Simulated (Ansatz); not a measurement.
## ZrN: tensor shear ε_xz = −0.67 %

The parent structure is ZrN in the rock salt structure (space group Fm-3m, No. 225; a = 4.5531 Å; relaxed with 0.1 eV smearing). Axes: x, y, z lie along the cube axes.

One thing is altered: a pure shear with ε_xz = ε_zx = -0.0067, atoms relaxed at fixed cell.

Calculations: PBEsol/PAW in Ansatz (a program for electronic structure), no spin-orbit coupling, earlier PAW set. Γ-centred 22×22×22 mesh, Fermi–Dirac width 0.1 eV.

- Volume per atom = 11.80 Å³ (base 11.80 Å³)
- Shortest interatomic distance = 227.7 pm (base 227.7 pm)
- Energy relative to the base (free energy F) = +0.8 meV/atom
- Band gap = zero (base zero)
- Stress (xx, yy, zz, yz, xz, xy; compression positive) = (0.0, 0.0, 0.0, 0.0, 1.7, 0.0) GPa

Final structure:

```yaml
crystal:
  lattice:
    - [-0.01525, 2.27655, 2.27655]
    - [2.26130, 0.00000, 2.26130]
    - [2.27655, 2.27655, -0.01525]
  atoms:
    - { symbol: N, position: [0.00000, 0.00000, 0.00000] }
    - { symbol: Zr, position: [0.50000, 0.50000, 0.50000] }
```

Cost of the whole job for the changed cell (relaxation, final SCF and bands): around 40 core-seconds (rough).

The cells carry an imposed strain or load. No phonon test of stability was made. The final runs are not spin-polarised. An odd electron count without spin: ZrN.
